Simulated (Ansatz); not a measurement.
We consider MoIr₃ (model structure, started from the A15 type, Pm-3n, No. 223, 8 atoms in the cell), described by LDA (Ansatz, a quantum-chemistry and plane-wave program, PAW).

Run with plane-wave cutoff 520 eV, 12×12×12 k mesh, Fermi–Dirac smearing 0.05 eV, no spin polarisation, scalar-relativistic PAW data made under PBE.

Cell (relaxed at this level):

```xyz
8
Lattice="4.8867 0.0000 0.0000 0.0000 4.8867 0.0000 0.0000 0.0000 4.8867" Properties=species:S:1:pos:R:3 pbc="T T T"
Ir     1.2217     0.0000     2.4433
Ir     3.6650     0.0000     2.4433
Ir     0.0000     2.4433     1.2217
Ir     0.0000     2.4433     3.6650
Ir     2.4433     1.2217     0.0000
Ir     2.4433     3.6650     0.0000
Mo     0.0000     0.0000     0.0000
Mo     2.4433     2.4433     2.4433
```

**Question.** Give the computed bulk modulus.

**Answer.** 
- bulk modulus = 347 GPa

Note: the run has no spin polarisation, so it can have missed a magnetic state; the bulk modulus is −V dP/dV from two relaxed cells at ±2 % in volume; the relaxation could raise the start's symmetry but not lower it, so the cell can be a saddle point.

Spin–orbit coupling is not included.

A model structure was made by putting elements into a prototype or built by hand; it is no filed structure, need not be a known phase, and can be a saddle point held by its symmetry.
